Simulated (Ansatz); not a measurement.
MoS₂ (P-6m2, No. 187, 9 atoms in the cell; start mp-1025874; a measured phase of this formula has another space group), treated with r²SCAN+rVV10 (Ansatz, a quantum-chemistry and plane-wave program, PAW).

Numerical settings: plane-wave cutoff 560 eV, 12×12×2 k mesh (along the axes of the cell as run), Fermi–Dirac smearing 0.01 eV, no spin polarisation, scalar-relativistic PAW data made under PBE.

Cell (relaxed at this level):

Space group P-6m2 (No. 187); a = 3.172 Å, b = 3.172 Å, c = 19.242 Å, α = 90.00°, β = 90.00°, γ = 120.00°

```json
[
 {"atom": "Mo", "site": "1e", "symmetry": "-6m2", "x": "0.6667", "y": "0.3333", "z": "0.0000"},
 {"atom": "Mo", "site": "2h", "symmetry": "3m.", "x": "0.3333", "y": "0.6667", "z": "0.3232"},
 {"atom": "S", "site": "2h", "symmetry": "3m.", "x": "0.3333", "y": "0.6667", "z": "0.0809"},
 {"atom": "S", "site": "2i", "symmetry": "3m.", "x": "0.6667", "y": "0.3333", "z": "0.2423"},
 {"atom": "S", "site": "2i", "symmetry": "3m.", "x": "0.6667", "y": "0.3333", "z": "0.4040"}
]
```

### Question
What does this level give for the band gap and direct gap at Γ?

### Answer

band gap: 1.12 eV (on the SCF k mesh)
direct gap at Γ: 2.38 eV

Note: the relaxation could not lower the start's symmetry, so the cell can be a saddle point above a distorted one.

Spin–orbit coupling is not included.

Cost on a shared machine: about 40 core-minutes (a rough figure).

A start named mp-… is a Materials Project structure, which need not be a measured phase.
